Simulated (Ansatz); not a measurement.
Functionals compared on a constructed model of the (111) surface of fcc Ir, a pseudomorphic layer of Al in the host's stacking (bottom of the slab: a bare face, its two planes held), in Ansatz (plane waves, PAW). The structure was relaxed with PBE; the other rows are single points on it. Cutoff 420 eV (500 eV for r2SCAN).

Model: 7-atom slab, 13.4 Å thick at the start with caps and adatoms (thin: gaps and levels are the slab's own), 16x16x1 mesh, Fermi-Dirac 0.1 eV, dipole correction, 2 atoms held, the rest relaxed; held to the start's symmetry, so lower structures may exist; no spin, no spin-orbit, no U. In PBE it lies 0.04 eV a 1x1 cell over the lowest computed structure of the same composition (a pseudomorphic layer of Al in the other hollow). These notes are the PBE run's.

```csv
functional,work function of the top face (eV),rough cost of the single point
PBE,4.46,–
RPBE,4.38,about 28 core-seconds (a rough figure)
r2SCAN,4.51,around 50 core-seconds (rough)
```

Ansatz is a quantum-chemistry and plane-wave program.
